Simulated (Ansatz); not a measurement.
The parent structure is BeTe in the zinc blende structure (space group F-43m, No. 216; a = 5.664 Å).

Level of theory: PBE/PAW in Ansatz (a program for electronic structure), no spin-orbit coupling.

Strains are applied to the cell and any free atomic positions relax.

One change was made to it. Results:

The smallest direct gap decreases by 0.02 eV, from 3.64 eV to 3.62 eV; the pressure grows by 18.1 kbar, from 0.1 kbar to 18.2 kbar; the width of the top valence band rises by 0.14 eV to 3.26 eV; the band gap falls by 0.07 eV, from 2.03 eV to 1.96 eV.

Q: Which of these changes matches the shifts?
(A) isotropic strain −3.00 %
(B) isotropic strain +2.00 %
(C) isotropic strain −1.00 %
(D) isotropic strain +1.50 %
(E) isotropic strain +3.00 %

A: C, isotropic strain −1.00 %. For comparison, the band gap in the other runs: isotropic strain +2.00 % gives 2.16 eV; isotropic strain −3.00 % gives 1.80 eV; isotropic strain +3.00 % gives 2.22 eV; isotropic strain +1.50 % gives 2.13 eV.

Spin-orbit coupling, missing from the scalar runs, can matter with Te. Stability against distortions was not tested.
